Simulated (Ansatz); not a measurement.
Take AlN in the zinc blende structure (space group F-43m, No. 216) as the base.

```
AlN
1.0
    0.00000     2.18887     2.18887
    2.18887     0.00000     2.18887
    2.18887     2.18887     0.00000
Al N
1 1
Direct
  0.00000   0.00000   0.00000
  0.25000   0.25000   0.25000
```

Cartesian axes are those of the cell as printed.

Level of theory: PBEsol (Ansatz, a program for electronic structure; PAW; 420 eV plane waves; scalar-relativistic without spin-orbit coupling).

Before the change:

The band gap is 3.19 eV and the shortest interatomic distance is 1.896 Å.

One thing is altered: the cell is stretched by 0.50 % along z with no lateral relaxation; the atoms relax in the strained cell.

Question: How does this affect the band gap and shortest interatomic distance?

Answer: The band gap decreases by 0.017 eV, from 3.19 eV to 3.18 eV; the shortest interatomic distance increases by 0.003 Å to 1.899 Å.

Whether these cells are dynamically stable was not tested. This is not the structure that AlN has at room temperature and ambient pressure.
